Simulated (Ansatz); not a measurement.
## GaP: strain along the normal

GaP (zinc blende, F-43m, 20.108 Å³/atom at rest) under an equal strain ε in the (111) plane with the normal axis free, as in a coherent film. PBEsol in Ansatz, a plane-wave DFT program (PAW, default set), 420 eV, 11×11×11 Γ-centred mesh, Fermi-Dirac smearing 0.05 eV; ions are relaxed within the symmetry of each cell.

Here s stands for strain and y for normal strain.

| strain (%) | normal strain (%) |
|---|---|
| -2.50 | ? |
| -1.25 | 0.59 |
| -0.83 | 0.38 |
| -0.42 | 0.19 |
| 0.00 | 0.00 |
| 0.42 | -0.19 |
| 0.83 | -0.38 |
| 1.25 | -0.56 |

Task: Using a straight line, estimate the missing y at s = -2.50 from the other rows, showing the fit.

Result: Means: s 0, y 0.004. About the means, the sum of products is -2.2279 and the sum of squares of s is 4.8556; the slope is their ratio. Least squares gives y = 0.004 - 0.4588·s. Residuals (row less fit): 0.012, -0.005, -0.007, -0.004, -0.001, -0.003, 0.009; standard error 0.008 (degrees of freedom: 5). The slope, -0.46 ± 0.00, is the elastic response of the normal axis. At the withheld row, y = 0.004 - 0.4588 × (-2.50) = 1.151%. The calculation gives 1.20%, 0.049% above the prediction (2.8 % of the range of y in the table). The row lies outside the fitted rows, so this is an extrapolation. From the scatter of the fitted rows alone, a prediction at this place has a standard error of 0.013%, so the miss is 3.8 times that.

One order more, fitted to all 13 runs of the series, follows each within 0.01, so the miss is the next term of a smooth law. Rows are the converged runs of the series near zero and its far end; series whose fitted rows scatter by over a few per cent of the range, as at a crossing or softening among them, aren't shown in this form. Most that stay on the fit to the last digits aren't either.
